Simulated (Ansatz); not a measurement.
Start from PbS in the rock salt structure (space group Fm-3m, No. 225; a = 5.903 Å).

The values are results of PBEsol/PAW in Ansatz (a quantum-chemistry and plane-wave program), no SOC, not measurements.

For the base:

The lattice parameter a comes out as 5.903 Å.

Now apply this change: cell and atoms relaxed at a pressure of 10 GPa.

**Question.** How does this affect the lattice parameter a?

**Answer.** The lattice parameter a shrinks by 0.247 Å (5.903 Å → 5.656 Å).

Load acts through the strain it causes; cell and atoms are relaxed under it. Whether these cells are dynamically stable was not tested. No other phases were tried under pressure. The base started in P3_121 and relaxed to Fm-3m at this level. The final runs are not spin-polarised.
